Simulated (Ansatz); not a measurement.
**A self-consistent single point of Sn (Pm-3m, 1 atom in the cell) with Ansatz (a first-principles code)**

Computed with PBE (plane waves, PAW; Ansatz).

Input as run:

Ansatz 0.2 input:
```yaml
# Sn
crystal:
  lattice:
    - [3.123285, 0.000000, 0.000000]
    - [0.000000, 3.123285, 0.000000]
    - [0.000000, 0.000000, 3.123285]
  atoms:
    - { symbol: Sn, position: [0.000000, 0.000000, 0.000000] }
basis:
  ecutwfc: 30.9 Ry
kpoints:
  mp_grid: { grid: [14, 14, 14] }
hamiltonian:
  xc: pbe
  pseudopotentials: { kind: paw }
scf:
  occupations: { method: fermi_dirac, width: 0.0073 Ry }
output:
  forces: true
  eigenvalues: true
  stress: true
```

The program printed (abridged):

```
WARN ansatz: RAYON_NUM_THREADS=1 ignored (pool sized by the plan → 1); use --threads N
Pseudopotentials: kind: paw
Pseudopotential: Sn, paw, valence charge 14
Crystal: 1 atoms, lattice volume = 30.467 Å³
Basis set: ecut = 420.4159175005146 eV, 619 PW (Γ), exchange–correlation on 48×48×48 points (8 copies of the dense FFT grid, shifted against one another)
Bands: 11, of which v1, the nominal top of the filled ones, is band 7 counted from 1 (6 counted from 0)
Symmetry: 48 space group operations
Space group: Pm-3m (ITA 221), of the structure as read, at distance tolerance 3.1e-5 Å
k-points: 120 of 2744
Initial density: superposition of atomic densities (neutral atoms: chi_scale 0, normalization atom), corrected by the library's trained network
Initial wavefunctions: pseudopotential atomic-orbital guess
Eigensolver: davidson
Functional: x = pbe(κ = 0.804, μ = 0.2195149727645171), c = pbe(β = 0.06672455060314922)
SCF iter   1: F=—  HF=-6024.146189 eV  |F-HF|=—  |Δ(HF+E_count)|=         —  Δρ=7.78e-4  dr2=1.62e-4  ethr=1.77e-3  ⟨swp⟩=5.1  Hψ=7937  notcnv=0
all-band conjugate gradients solve this SCF's bands
preconditioner: auto → none
SCF iter   2: F=—  HF=-6024.145615 eV  |F-HF|=—  |Δ(HF+E_count)|=   5.73e-4  Δρ=4.54e-4  dr2=6.81e-5  ethr=1.16e-6  ⟨swp⟩=2.3  Hψ=3044  notcnv=0
SCF iter   3: F=—  HF=-6024.145653 eV  |F-HF|=—  |Δ(HF+E_count)|=   3.77e-5  Δρ=2.39e-4  dr2=1.38e-5  ethr=4.86e-7  ⟨swp⟩=2.0  Hψ=2110  notcnv=0
SCF iter   4: F=—  HF=-6024.145649 eV  |F-HF|=—  |Δ(HF+E_count)|=   4.04e-6  Δρ=8.57e-5  dr2=1.75e-6  ethr=9.84e-8  ⟨swp⟩=2.6  Hψ=2227  notcnv=0
SCF iter   5: F=—  HF=-6024.145648 eV  |F-HF|=—  |Δ(HF+E_count)|=   1.04e-6  Δρ=2.25e-5  dr2=1.16e-7  ethr=1.25e-8  ⟨swp⟩=2.2  Hψ=2019  notcnv=0
SCF iter   6: F=-6024.145648 eV  HF=-6024.145648 eV  |F-HF|=1.53e-9  |Δ(HF+E_count)|=   5.99e-8  Δρ=2.36e-6  dr2=1.05e-9  ethr=7.14e-10  ⟨swp⟩=5.3  Hψ=6230  notcnv=0
SCF 1 converged in 6 iterations: F = -6024.145648 eV  dr2 = 1.05e-9
SCF converged after 6 iterations
Free energy (F): -6024.145648 eV
Harris-Foulkes:  -6024.145648 eV  (|F-HF|=1.53e-9)
Internal energy: -6024.126290 eV  (E = F + TS)
E sigma→0 (E₀):  -6024.135969 eV
Entropy (-TS):   -0.019358 eV (-19.358 meV/atom)
Fermi energy:    8.967854 eV
--- Per-component energies (eV) ---
  E_band       = -103.998832
  E_kinetic    = 185.688004
  E_local      = -947.558656  (includes V_loc(G=0)·N_el)
  E_nonlocal   = -32.459231
  E_hartree    = 570.295823
  E_xc         = -382.128243
  E_vxc        = -95.439052  (∫ρ·V_xc dr)
  E_paw        = -4136.013853  (= ΣΔE_a)
  E_vpaw       = -354.820196  (= ΣTr[D̂ρ^β])
  E_aug_tail   = -0.000000  (compensation charges beyond the density's cutoff)
  E_ewald      = -1281.950135
  E_smearing   = -0.019358  (= −TS)
  E_closure    = 0.000000  (closes the sum)
  Σ components = -6024.145648   (vs F -6024.145648, Δ=0.00e0)
--- Forces (eV/Å), atoms counted from 1 ---
  atom   1  Sn    -0.00000000     0.00000000     0.00000000
  max |Σ_I F_I| component: 1.73e-31 eV/Å
--- Stress (GPa, compression-positive) ---
       -1.420193       0.000000       0.000000
        0.000000      -1.420193       0.000000
        0.000000       0.000000      -1.420193
  P = ⅓ Tr σ = -1.4202 GPa (-14.202 kbar)
  The stress holds the Pulay correction. Without it, at fixed plane waves, as pw.x and ABINIT print it: P = -1.4458 GPa
--- Band table (eV; the first three rows and the last of 120) ---
  k-point 0: bands = ["-12.5177", "-12.5177", "-12.1923", "-12.1923", "-12.1923", "-1.3558", "14.1427", "14.1427", "14.1427", "17.4436", "17.4436"]
  k-point 1: bands = ["-12.5169", "-12.5047", "-12.1965", "-12.1965", "-12.1919", "-1.2783", "13.1105", "14.2246", "14.2246", "17.5038", "18.0182"]
  k-point 2: bands = ["-12.5148", "-12.4682", "-12.2082", "-12.2082", "-12.1909", "-1.0464", "11.3281", "14.4648", "14.4648", "17.6846", "18.3654"]
  k-point 119: bands = ["-12.3748", "-12.3748", "-12.3748", "-12.0788", "-12.0788", "7.8053", "9.1942", "9.1942", "9.1942", "14.8317", "14.8317"]
```

The run converged in 6 iterations.

The starting cell was generated: these elements placed on a structure prototype, without a prior relaxation; it need not be a known phase or ordering of this composition. Its lattice was rescaled by a random factor within 2.5 % of one. Ansatz's pressure includes its estimate of the finite-basis (Pulay) stress.
